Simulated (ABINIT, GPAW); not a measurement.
An ABINIT input for a self-consistent single point of Mg₂Zn (P6_3/mmc, 6 atoms in the cell) (DFT, LDA (PW92), plane waves, PAW (JTH v2.0 LDA PAW)):

```
# Mg2Zn, JTH v2.0 LDA PAW
pp_dirpath "./"
pseudos "Mg.LDA_PW-JTH.xml, Zn.LDA_PW-JTH.xml"
acell 3*1.0 Angstrom
rprim
         3.0882002009   -0.0000000466    0.0000000000
        -1.5441000601    2.6744598493    0.0000000000
         0.0000000000    0.0000000000   14.5265500000
natom 6
ntypat 2
znucl 12 30
typat 1 1 1 1 2 2
xcart
         0.0000000509    3.3693310683   11.2050312387
         2.9179263243    1.6846654901   16.2461697969
         2.9179263243    1.6846654901   24.9306317566
         0.0000000509    3.3693310683    2.5205692791
         2.9179263243    1.6846654901    6.8628002589
         0.0000000509    3.3693310683   20.5884007768
ecut 30
pawecutdg 60
pawxcdev 0
ixc 7
occopt 7
tsmear 0.00499791
nband 41
kptopt 1
ngkpt 10 10 2
nshiftk 1
shiftk 0 0 0
nstep 50
tolvrs 1.0e-12
prtwf 0
prtden 0
```

Give the GPAW input for the same structure, mesh, smearing and functional.

One input that does it (others would too):

```python
from ase import Atoms
from ase.units import GPa
from gpaw import GPAW

atoms = Atoms(['Mg', 'Mg', 'Mg', 'Mg', 'Zn', 'Zn'],
              cell=[[3.088200, 0.000000, 0.000000],
                    [-1.544100, 2.674460, 0.000000],
                    [0.000000, 0.000000, 14.526550]],
              positions=[[-0.000002, 1.782974, 5.929447],
                         [1.544102, 0.891486, 8.597103],
                         [1.544102, 0.891486, 13.192722],
                         [-0.000002, 1.782974, 1.333828],
                         [1.544102, 0.891486, 3.631638],
                         [-0.000002, 1.782974, 10.894913]],
              pbc=True)

calc = GPAW(mode={'name': 'pw', 'ecut': 800},
            xc='LDA',
            kpts={'size': (10, 10, 2), 'gamma': True},
            occupations={'name': 'methfessel-paxton', 'width': 0.136, 'order': 0},
            nbands=-10,
            symmetry={'symmorphic': False, 'tolerance': 0.0005},
            maxiter=100)

atoms.calc = calc

energy = atoms.get_potential_energy()
print('Energy (eV):', round(energy, 6))
forces = atoms.get_forces()
print('Forces (eV/Ang):')
print(forces.round(5))
stress = atoms.get_stress()
print('Stress (GPa, Voigt):', (stress / GPa).round(4))
```

Basis, cutoffs, solver keys and any potentials are the target program's own. This input uses DFT LDA (Perdew-Wang 92), plane waves, GPAW PAW datasets LDA (gpaw-data 1.0.1). LDA parametrisations can differ slightly between programs.

The starting cell comes from a database of computed structures (which also holds hypothetical and non-ambient phases and stackings), without a prior relaxation at this level.
